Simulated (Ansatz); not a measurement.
A zone-centre phonon calculation of ZrTiTe4 (P2/m, 6 atoms in the cell) with Ansatz (a program for electronic structure).

Method of the run: LDA (PW92), default PAW files made with PBE (plane waves; Ansatz).

```
CELL_PARAMETERS angstrom
      6.77217     0.00000     0.00000
      0.00000     3.91310     0.00000
     -0.01398     0.00000     6.84798
ATOMIC_POSITIONS crystal
  Zr 0.50000 0.50000 0.00000
  Ti 0.00000 0.00000 0.00000
  Te 0.84443 0.50000 0.24704
  Te 0.15557 0.50000 0.75296
  Te 0.32374 0.00000 0.25562
  Te 0.67626 0.00000 0.74438
```

Reference input (self-consistent single point, DFT, LDA (PW92), plane waves, default PAW files made with PBE): basis.ecutwfc = 420 eV; kpoints.mp_grid.grid = 3 7 3; hamiltonian.xc = lda; hamiltonian.pseudopotentials = {kind: paw} (the program's default PAW files); scf.occupations.method = gaussian; scf.occupations.width = 0.1 eV. This run's input differs from it in these lines:

Ansatz 0.2 input:
```diff
@@ -21,7 +21,5 @@
 scf:
-  occupations: { method: gaussian, width: 0.1 }
-output:
-  forces: true
-  eigenvalues: true
-  stress: true
+  occupations: { method: gaussian, width: 0.05 }
+phonons:
+  method: dfpt
```

Output (repeated stretches shortened):

```
SCF iter   1: F=—  HF=-33841.082924 eV  |F-HF|=—  |Δ(HF+E_count)|=         —  Δρ=4.73e-3  dr2=1.73e-2  ethr=1.77e-3  ⟨swp⟩=7.8  Hψ=4255  notcnv=0
all-band conjugate gradients solve this SCF's bands
preconditioner: auto → LDOS
SCF iter   2: F=—  HF=-33841.077668 eV  |F-HF|=—  |Δ(HF+E_count)|=   5.26e-3  Δρ=1.91e-3  dr2=1.09e-2  ethr=1.96e-5  ⟨swp⟩=2.0  Hψ=2245  notcnv=0  defer=32
   [... lines left out ...]
SCF iter   7: F=—  HF=-33841.075467 eV  |F-HF|=—  |Δ(HF+E_count)|=   1.98e-8  Δρ=2.31e-6  dr2=6.18e-9  ethr=1.77e-10  ⟨swp⟩=2.0  Hψ=1866  notcnv=0  defer=32
SCF iter   8: F=—  HF=-33841.075467 eV  |F-HF|=—  |Δ(HF+E_count)|=   1.05e-9  Δρ=6.15e-7  dr2=8.34e-10  ethr=7.02e-12  ⟨swp⟩=2.0  Hψ=1860  notcnv=0  defer=32
SCF iter   9: F=—  HF=-33841.075467 eV  |F-HF|=—  |Δ(HF+E_count)|=  2.18e-11  Δρ=1.82e-7  dr2=7.54e-11  ethr=1.00e-12  ⟨swp⟩=2.0  Hψ=1861  notcnv=0  defer=32
SCF iter  10: F=-33841.075467 eV  HF=-33841.075467 eV  |F-HF|=7.28e-12  |Δ(HF+E_count)|=    0.00e0  Δρ=4.67e-8  dr2=3.58e-12  ethr=1.00e-12  ⟨swp⟩=11.2  Hψ=4925  notcnv=0
SCF 1 converged in 10 iterations: F = -33841.075467 eV  dr2 = 3.58e-12
DFPT response loops at Γ: preconditioner auto → Kerker (q_TF=auto, 2.418 Å⁻¹) (partly filled bands, converged f_vac=0.030) …
Free energy (F): -33841.075467 eV
Internal energy: -33841.072460 eV  (E = F + TS)
E sigma→0 (E₀):  -33841.073963 eV
Entropy (-TS):   -0.003007 eV (-0.501 meV/atom)
Fermi energy:    8.878176 eV
--- Phonons (Γ-DFPT): 12 representative perturbations + reference, on 20 of 63 k-points (Σ response iterations 42) ---
  k mesh reduced under 2 symmetry operations, with k and −k counted as one. Each operation leaves every solved displacement unchanged or reverses it
  ASR residual: 3.450e-5 → 0.000e0 eV/Å²; symmetrization residual: 1.341e-5 eV/Å²
  ASR residual per site (eV/Å²): 3.09e-5 3.45e-5 8.81e-6 8.81e-6 9.44e-6 9.44e-6
  Γ frequencies (cm⁻¹): 0.00 0.00 0.00 72.68 74.65 80.91 91.16 91.35 92.99 101.39 114.45 122.39 135.43 147.79 150.07 150.46 211.22 220.96
  non-analytic LO–TO correction: not included (Born effective charges unavailable; polar crystals: no LO–TO splitting at Γ)
```

The run converged in 10 iterations. 

Summary of the result:
```
Property                                                                                                                        Result
--------------------------------------------------------  ----------------------------------------------------------------------------
Free energy E − TS (on the zero of these files)                                                                         -33841.0755 eV
Fermi level (on the code's own zero)                                                                                           8.88 eV
Zone-centre frequencies (cm⁻¹; negative means imaginary)  0, 0, 0, 73, 75, 81, 91, 91, 93, 101, 114, 122, 135, 148, 150, 150, 211, 221
```

The starting cell comes from a database of computed structures (which also holds hypothetical and non-ambient phases and stackings), without a prior relaxation at this level. Its lattice was rescaled by up to half a per cent. Spin-orbit coupling is off. Spin polarisation is off, so a magnetic state, if there is one, cannot be reached.

Cost on one core of a shared machine: roughly 4 min.
